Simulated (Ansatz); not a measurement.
Start from Pt in the diamond structure (space group Fd-3m, No. 227; a = 5.6931 Å; a hypothetical phase, not in the database extracts checked; relaxed with 0.1 eV smearing). Axes: x, y, z lie along the cube axes.

Computed with PBEsol/PAW in Ansatz (a first-principles code), no spin-orbit coupling.

One thing is altered: an isotropic linear strain of +2.31 %, atoms relaxed at fixed cell.

Q: Predict the stress tensor and what it implies for the stiffness.

A: Stress of the strained cell less that of the base (GPa, compression positive):
```
   -7.7     0.0     0.0
    0.0    -7.7     0.0
    0.0     0.0    -7.7
```

Then B = −ΔP/(ΔV/V₀) with ΔV/V₀ = 0.0709 gives secant stiffness values (nonlinear terms included at this strain): B ≈ 108 GPa.

As a check, the harmonic strain energy −½ V₀ Δσ:ε is 38 meV/atom; the computed energy rise is 42 meV/atom.

No phonon test of stability was made. All final runs are without spin polarisation. Pt lies near a magnetic instability that expansion can trigger; it was not tested. Pt has a high density of states at the Fermi level and may be magnetic at this level.
